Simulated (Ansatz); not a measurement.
## Response to strain in Pt

Consider Pt in the fcc (Cu type) structure (space group Fm-3m, No. 225; a = 3.9198 Å; relaxed with 0.1 eV smearing).

Strains are applied to the cell and any free atomic positions relax.

Method: DFT with PBEsol, PAW potentials and a 420 eV plane-wave cutoff in Ansatz (a program for electronic structure), no SOC.

Notes on the quantities. energy relative to the base: free energy F.

```tsv
change	volume per atom	energy relative to the base	pressure
base	15.06 Å³	0 meV/atom	0.0 GPa
isotropic strain −2.00 %	14.17 Å³	+53 meV/atom	20.4 GPa
isotropic strain −1.50 %	14.39 Å³	+29 meV/atom	14.6 GPa
isotropic strain −1.00 %	14.61 Å³	+13 meV/atom	9.3 GPa
isotropic strain −0.50 %	14.83 Å³	+3.1 meV/atom	4.5 GPa
isotropic strain +0.50 %	15.28 Å³	+3.0 meV/atom	-4.1 GPa
isotropic strain +1.00 %	15.51 Å³	+12 meV/atom	-7.9 GPa
isotropic strain +1.50 %	15.74 Å³	+25 meV/atom	-11.3 GPa
isotropic strain +2.00 %	15.98 Å³	+44 meV/atom	-14.4 GPa
isotropic strain +3.00 %	16.45 Å³	+95 meV/atom	-19.9 GPa
```

Stability against distortions was not tested. The final runs are not spin-polarised. Pt lies near a magnetic instability that expansion can trigger; it was not tested.
